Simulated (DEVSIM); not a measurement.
Structure: abrupt InP p-n junction, at 300 K.

| layer (left to right) | material | thickness (μm) | Nd (cm⁻³) | Na (cm⁻³) | τn (s) | τp (s) |
|---|---|---|---|---|---|---|
| 1 | InP | 96.0 | - | 7.4e16 | 8.7e-9 | 8.7e-9 |
| 2 | InP | 140 | 1.7e14 | - | 8.7e-9 | 2.6e-8 |

Left contact: ohmic. Right contact: ohmic. Voltage is applied to the left contact. Recombination: SRH at mid-gap, radiative, Auger. Mobility is constant in doping.

The device is made up for the run: typed textbook-type constants, with dimensions and the other settings drawn at random. Values at 300 K.

| parameter | InP |
|---|---|
| gap (eV) | 1.344 |
| affinity (eV) | 4.38 |
| permittivity | 12.5 |
| Nc (cm⁻³) | 5.7e17 |
| Nv (cm⁻³) | 1.1e19 |
| μn (cm²/Vs) | 5200 |
| μp (cm²/Vs) | 170 |
| B (cm³/s) | 1.2e-10 |
| Cn (cm⁶/s) | 9e-31 |
| Cp (cm⁶/s) | 9e-31 |

DEVSIM, 1D drift-diffusion, Boltzmann statistics, complete ionisation; no tunnelling, impact ionisation, image-force lowering or self-heating.

**Question.** Tabulate band edges, carrier densities and field at 1.0 V on the left contact.

**Answer.** Energies count from the Fermi level of the right contact; mesh points crowd at the junctions.

```json
[
 {"x (μm)": "0.000", "Ec (eV)": "0.215", "Ev (eV)": "-1.129", "n (cm⁻³)": "< 1e2", "p (cm⁻³)": "7.4e16", "field (V/cm)": "≈ 0"},
 {"x (μm)": "0.06828", "Ec (eV)": "0.215", "Ev (eV)": "-1.129", "n (cm⁻³)": "4100000", "p (cm⁻³)": "7.4e16", "field (V/cm)": "≈ 0"},
 {"x (μm)": "0.3455", "Ec (eV)": "0.215", "Ev (eV)": "-1.129", "n (cm⁻³)": "2.1e7", "p (cm⁻³)": "7.4e16", "field (V/cm)": "≈ 0"},
 {"x (μm)": "1.396", "Ec (eV)": "0.215", "Ev (eV)": "-1.129", "n (cm⁻³)": "8.4e7", "p (cm⁻³)": "7.4e16", "field (V/cm)": "≈ 0"},
 {"x (μm)": "8.528", "Ec (eV)": "0.215", "Ev (eV)": "-1.129", "n (cm⁻³)": "5.6e8", "p (cm⁻³)": "7.4e16", "field (V/cm)": "≈ 0"},
 {"x (μm)": "34.22", "Ec (eV)": "0.216", "Ev (eV)": "-1.128", "n (cm⁻³)": "8.0e9", "p (cm⁻³)": "7.4e16", "field (V/cm)": "≈ 0"},
 {"x (μm)": "77.99", "Ec (eV)": "0.219", "Ev (eV)": "-1.125", "n (cm⁻³)": "5.1e11", "p (cm⁻³)": "7.4e16", "field (V/cm)": "≈ 0"},
 {"x (μm)": "93.03", "Ec (eV)": "0.219", "Ev (eV)": "-1.125", "n (cm⁻³)": "2.1e12", "p (cm⁻³)": "7.4e16", "field (V/cm)": "≈ 0"},
 {"x (μm)": "95.28", "Ec (eV)": "0.220", "Ev (eV)": "-1.125", "n (cm⁻³)": "2.6e12", "p (cm⁻³)": "7.4e16", "field (V/cm)": "≈ 0"},
 {"x (μm)": "95.83", "Ec (eV)": "0.220", "Ev (eV)": "-1.124", "n (cm⁻³)": "2.8e12", "p (cm⁻³)": "7.4e16", "field (V/cm)": "≈ 0"},
 {"x (μm)": "95.97", "Ec (eV)": "0.214", "Ev (eV)": "-1.130", "n (cm⁻³)": "3.5e12", "p (cm⁻³)": "6.0e16", "field (V/cm)": "-3300"},
 {"x (μm)": "96.05", "Ec (eV)": "0.152", "Ev (eV)": "-1.192", "n (cm⁻³)": "3.8e13", "p (cm⁻³)": "5.5e15", "field (V/cm)": "-6100"},
 {"x (μm)": "96.24", "Ec (eV)": "0.099", "Ev (eV)": "-1.245", "n (cm⁻³)": "3.0e14", "p (cm⁻³)": "6.9e14", "field (V/cm)": "-1100"},
 {"x (μm)": "97.00", "Ec (eV)": "0.086", "Ev (eV)": "-1.258", "n (cm⁻³)": "5.0e14", "p (cm⁻³)": "3.3e14", "field (V/cm)": "30"},
 {"x (μm)": "102.4", "Ec (eV)": "0.103", "Ev (eV)": "-1.241", "n (cm⁻³)": "2.7e14", "p (cm⁻³)": "1.0e14", "field (V/cm)": "26"},
 {"x (μm)": "120.7", "Ec (eV)": "0.126", "Ev (eV)": "-1.218", "n (cm⁻³)": "1.7e14", "p (cm⁻³)": "7.9e11", "field (V/cm)": "≈ 0"},
 {"x (μm)": "183.4", "Ec (eV)": "0.172", "Ev (eV)": "-1.172", "n (cm⁻³)": "1.7e14", "p (cm⁻³)": "21000", "field (V/cm)": "≈ 0"},
 {"x (μm)": "222.9", "Ec (eV)": "0.200", "Ev (eV)": "-1.144", "n (cm⁻³)": "1.7e14", "p (cm⁻³)": "< 1e2", "field (V/cm)": "≈ 0"},
 {"x (μm)": "233.8", "Ec (eV)": "0.208", "Ev (eV)": "-1.136", "n (cm⁻³)": "1.7e14", "p (cm⁻³)": "< 1e2", "field (V/cm)": "≈ 0"},
 {"x (μm)": "235.5", "Ec (eV)": "0.209", "Ev (eV)": "-1.135", "n (cm⁻³)": "1.7e14", "p (cm⁻³)": "< 1e2", "field (V/cm)": "≈ 0"},
 {"x (μm)": "235.9", "Ec (eV)": "0.210", "Ev (eV)": "-1.134", "n (cm⁻³)": "1.7e14", "p (cm⁻³)": "< 1e2", "field (V/cm)": "≈ 0"},
 {"x (μm)": "236.0", "Ec (eV)": "0.210", "Ev (eV)": "-1.134", "n (cm⁻³)": "1.7e14", "p (cm⁻³)": "< 1e2", "field (V/cm)": "≈ 0"}
]
```
